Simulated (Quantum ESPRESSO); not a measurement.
# Quick settings and what they miss: HfTe3 (P2_1/m, 8 atoms in the cell)

Self-consistent single point.

```yaml
crystal:
  lattice:
    - [5.96816, 0.00000, 0.00000]
    - [0.00000, 3.99885, 0.00000]
    - [-1.42422, 0.00000, 10.35876]
  atoms:
    - { symbol: Hf, position: [0.28725, 0.75000, 0.15903] }
    - { symbol: Hf, position: [0.71275, 0.25000, 0.84097] }
    - { symbol: Te, position: [0.43865, 0.75000, 0.67997] }
    - { symbol: Te, position: [0.56135, 0.25000, 0.32003] }
    - { symbol: Te, position: [0.76262, 0.75000, 0.04953] }
    - { symbol: Te, position: [0.23738, 0.25000, 0.95047] }
    - { symbol: Te, position: [0.90236, 0.75000, 0.67333] }
    - { symbol: Te, position: [0.09764, 0.25000, 0.32667] }
```

Method of the run: PBEsol, GBRV 1.5 ultrasoft (PBESOL) pseudopotentials (plane waves; Quantum ESPRESSO).

Base settings: ecutwfc = 40 Ry; ecutrho = 320 Ry; occupations = smearing; smearing = mp; degauss = 0.0099958 Ry; potentials = {Hf: hf_pbesol_v1.uspp.F.UPF, Te: te_pbesol_v1.uspp.F.UPF}; K_POINTS = automatic 4 6 3 0 0 0; conv_thr = 1e-09 Ry; mixing_beta = 0.5.

Tight run (finer mesh or higher cutoff; not a proven limit): ecutwfc: 40 Ry → 56 Ry; ecutrho: 320 Ry → 448 Ry; conv_thr: 1e-09 Ry → 7.3e-11 Ry; K_POINTS: automatic 4 6 3 0 0 0 → automatic 6 9 5 0 0 0. It gave Fermi level (on the code's own zero) 7.14 eV; pressure -2.65 GPa; largest force (vector length) 0.482 eV/Å.

Quick runs, as changes from the base:
- A: the base itself
- B: ecutwfc: 40 Ry → 24 Ry; ecutrho: 320 Ry → 192 Ry; K_POINTS: automatic 4 6 3 0 0 0 → automatic 6 6 6 0 0 0
- C: ecutwfc: 40 Ry → 24 Ry; ecutrho: 320 Ry → 192 Ry; smearing: mp → gauss; pseudopotentials: {Hf: hf_pbesol_v1.uspp.F.UPF, Te: te_pbesol_v1.uspp.F.UPF} → {Hf: hf_lda_v1.uspp.F.UPF, Te: te_lda_v1.uspp.F.UPF}; K_POINTS: automatic 4 6 3 0 0 0 → automatic 3 3 3 0 0 0 [LDA (PZ)]
- D: K_POINTS: automatic 4 6 3 0 0 0 → automatic 4 4 4 0 0 0
- E: ecutwfc: 40 Ry → 24 Ry; ecutrho: 320 Ry → 192 Ry; pseudopotentials: {Hf: hf_pbesol_v1.uspp.F.UPF, Te: te_pbesol_v1.uspp.F.UPF} → {Hf: hf_lda_v1.uspp.F.UPF, Te: te_lda_v1.uspp.F.UPF}; K_POINTS: automatic 4 6 3 0 0 0 → automatic 1 1 1 0 0 0 [LDA (PZ)]

Energies are extrapolated to zero smearing width, which holds to low order in the width alone (under cold and Methfessel-Paxton smearing the free energy itself is taken).

Dashes: energy of C, E, another energy zero.

† marks runs with another functional, U, potentials or spin treatment: their distance from the tight run is not a convergence error alone.

The count of work is k-points × plane waves × bands × iterations; it is no time. Core times come from one kind of shared machine and are given to one figure; runs under 30 s give none.

The starting cell comes from a database of computed structures (which also holds hypothetical and non-ambient phases and stackings), without a prior relaxation at this level. Its lattice was rescaled by a random factor within 2.5 % of one.

```csv
run,energy less tight (meV/atom),pressure less tight (GPa),largest miss in a force vector (eV/Å),count of work / tight,core time / tight (rough)
A,7.1,-0.09,0.125,0.21,0.3
B,25.6,-0.45,0.084,0.28,0.2
C†,–,-1.97,0.325,0.037,0.07
D,13.2,-0.02,0.254,0.23,0.3
E†,–,5.73,2.165,0.0044,0.05
```

Among the runs at the tight run's level, the energy misses run from 7.1 to 25.6 meV/atom.

Left out of this page: 1 run of the series outside the window shown, repeating another row's setting, or not comparable.
